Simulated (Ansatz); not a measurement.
## Element substitutions in Rh2O3

Consider Rh$_{2}$O$_{3}$ in the corundum structure (space group R-3c, No. 167; a = 5.1089 Å, c = 13.8218 Å (hexagonal axes)).

Each row replaces one element on all its sites; cell and atoms are relaxed.

Method: PBEsol (Ansatz, a quantum-chemistry and plane-wave program; PAW; 420 eV plane waves; scalar-relativistic without spin-orbit coupling).

Base values:

- Volume per atom: 10.41 Å³

**Question.** The aim is a volume per atom between 11.64 Å³ and 12.60 Å³. Which of these changes reaches it?
(A) O → C
(B) Rh → Ag
(C) O → S

**Answer.** B, Rh → Ag. It gives 12.23 Å³; O → C gives 10.57 Å³; O → S gives 15.88 Å³. Changes not listed may reach it too

Whether these cells are dynamically stable was not tested. As relaxed here, Rh2C3 and Ag2O3 are hypothetical phases, not in the database extracts checked. For Rh2S3 in this form, whether it has been made was not checked. No Hubbard U is applied, and correlation can decide whether such a compound is a metal. The final runs are not spin-polarised.
